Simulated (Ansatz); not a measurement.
MoGa₂ (model structure, started from the RuAl2 type, Fddd, No. 70, 6 atoms in the cell), treated with PBE (Ansatz, a program for electronic structure, PAW).

Numerical settings: plane-wave cutoff 520 eV, 14×14×14 k mesh, Fermi–Dirac smearing 0.05 eV, no spin polarisation, scalar-relativistic PAW data made under PBE.

Cell (relaxed at this level):

```
CELL_PARAMETERS angstrom
      0.00000     4.19920     4.43161
      2.50075     0.00000     4.43161
      2.50075     4.19920     0.00000
ATOMIC_POSITIONS crystal
  Ga 0.08223 0.41777 0.08223
  Ga 0.41777 0.08223 0.41777
  Ga 0.16777 0.83223 0.16777
  Ga 0.83223 0.16777 0.83223
  Mo 0.75000 0.75000 0.75000
  Mo 0.50000 0.50000 0.50000
```

**Question.** Give the computed bulk modulus B0.

**Answer.** 
bulk modulus B0: 143 GPa

Note: the run has no spin polarisation, so it can have missed a magnetic state; the bulk modulus is −V dP/dV from two relaxed cells at ±2 % in volume; the relaxation could raise the start's symmetry but not lower it, so the cell can be a saddle point.

Static lattice: no zero-point or thermal effects.

A model structure was made by putting elements into a prototype or built by hand; it is no filed structure, need not be a known phase, and can be a saddle point held by its symmetry.
